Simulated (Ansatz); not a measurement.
Base system: TiC in the rock salt structure (space group Fm-3m, No. 225; a = 4.328 Å). Axes: x, y, z lie along the cube axes.

Method: r2SCAN (Ansatz, an electronic-structure program), spin-orbit coupling left out.

Base values:

Pressure: 0.0 GPa
Shortest interatomic distance: 2.164 Å
Band gap: zero

Modification: biaxial strain +0.84 %, plane normal [001], relaxed out of plane (Cartesian); in-plane vectors clamped, the third vector and the atoms free.

Task: How does this affect the energy relative to the base, pressure, shortest interatomic distance and band gap?

Result: The energy increases by 2.6 meV/atom; the pressure (mean of the normal stresses, compression positive) goes from zero to -3.2 GPa; the shortest interatomic distance falls by 0.009 Å, from 2.164 Å to 2.155 Å; the band gap is still zero.

Without a gap, meshes like the base's 18×18×18 leave anisotropic stresses uncertain by several tenths of a GPa, and small strain energies with them. Whether these cells are dynamically stable was not tested. The final runs are not spin-polarised.
